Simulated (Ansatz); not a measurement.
**What pressure −1 GPa does to VO2**

Base system: VO₂ in the rutile structure (space group P4_2/mnm, No. 136; a = 4.537 Å, c = 2.803 Å; ferromagnetic).

One thing is altered: a negative pressure, −1 GPa.

Calculations: Ansatz (an electronic-structure program) PBEsol, scalar-relativistic without spin-orbit coupling, earlier PAW set. Settings: 10×10×17 k-points, 0.05 eV Fermi–Dirac smearing.

- Volume per atom: 9.66 Å³ (base 9.62 Å³)
- Lattice parameter a: 4.544 Å (base 4.537 Å)
- c/a ratio: 0.618 (base 0.618)
- Enthalpy H = E + PV relative to the base's energy: -0.06 eV/atom
- Band gap: zero (base zero)
- Magnetic state: ferromagnetic (base ferromagnetic)
- Largest site moment: 0.80 μB (base 0.79 μB)

Other magnetic orders, which the real material may have, were not ruled out. Load acts through the strain it causes; cell and atoms are relaxed under it. Whether these cells are dynamically stable was not tested. No Hubbard U is applied, and correlation can decide whether such a compound is a metal. The base started in Pnnm and relaxed to P4_2/mnm at this level.
